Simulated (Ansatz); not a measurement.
Take TiSi₂ (space group Fddd, No. 70; a = 4.8062 Å, b = 8.2647 Å, c = 8.5654 Å) as the base.

The values are results of PBE in Ansatz (plane waves to 420 eV, PAW, without spin-orbit coupling), not measurements.

One change was made to it. Results:

```csv
quantity,base,after
shortest interatomic distance,2.535 Å,2.472 Å
band gap,zero,zero
```

**Question.** What was done to the base?
(A) pressure 15 GPa
(B) pressure 4.5 GPa
(C) pressure −2 GPa
(D) pressure 2.1 GPa
(E) pressure 30 GPa

**Answer.** A, pressure 15 GPa. For comparison, the shortest interatomic distance in the other runs: pressure −2 GPa gives 2.545 Å; pressure 4.5 GPa gives 2.513 Å; pressure 2.1 GPa gives 2.524 Å; pressure 30 GPa gives 2.426 Å.

Load acts through the strain it causes; cell and atoms are relaxed under it. Whether these cells are dynamically stable was not tested. No other phases were tried under pressure. The final runs are not spin-polarised.

Ansatz is a program for electronic structure.
